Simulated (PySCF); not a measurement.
PySCF 2.14.0, TPSSH/def2-svp, df: Mo(NH)(F)3(NMe2) (C[N](C)[Mo](=[NH])([F])([F])[F]), 15 atoms. The geometry is a generated start, not checked to be a minimum at this level.

task: energy
method: tpssh
basis: def2-svp
two-electron scheme: density fitting
mol.max_memory: 3000 MB
mf.max_cycle: 100
mf.init_guess: minao (default)
mf.DIIS: CDIIS (default)
mf.diis_space: 8 (default)
mf.conv_tol: 1e-09 (default)
mf.grids.level: 3 (default)
effective core potentials: those of the basis set, past Kr
basis functions: 164
grid points: 189920

```xyz
15

Mo    -0.7437    -0.8315     0.9177
N     -0.9730    -2.3089     0.0674
H     -1.1685    -3.2216    -0.3197
F      0.7916    -1.1703     1.8632
F     -2.2629     0.0976     0.4648
F     -1.4675    -0.7264     2.5865
N      0.2375     0.2508    -0.2557
C      0.4833     1.5222     0.3940
C      0.7651     0.2142    -1.5971
H      1.5609     1.7405     0.4256
H     -0.0290     2.3376    -0.1384
H      0.1017     1.4814     1.4328
H      0.2830     0.9800    -2.2208
H      1.8473     0.4025    -1.5922
H      0.5743    -0.7681    -2.0282
```

Charge 0 and multiplicity 1 are set for this test and not shown to be the ground state.

One run each on 2 threads, 1 BLAS thread. Values of level_shift (Hartree) tried: 0 (default), 0.1, 0.3, 1.

How does the count of Fock builds change with level_shift (Hartree), and where is it least?

Fewest Fock builds, within one of each other: 0 (default) with 15, 0.1 with 15. The count rises to 62 at 1. All converge to one solution.

| level_shift (Hartree) | Fock builds | end |
|---|---|---|
| 0 (default) | 15 | same solution |
| 0.1 | 15 | same solution |
| 0.3 | 18 | same solution |
| 1 | 62 | same solution |
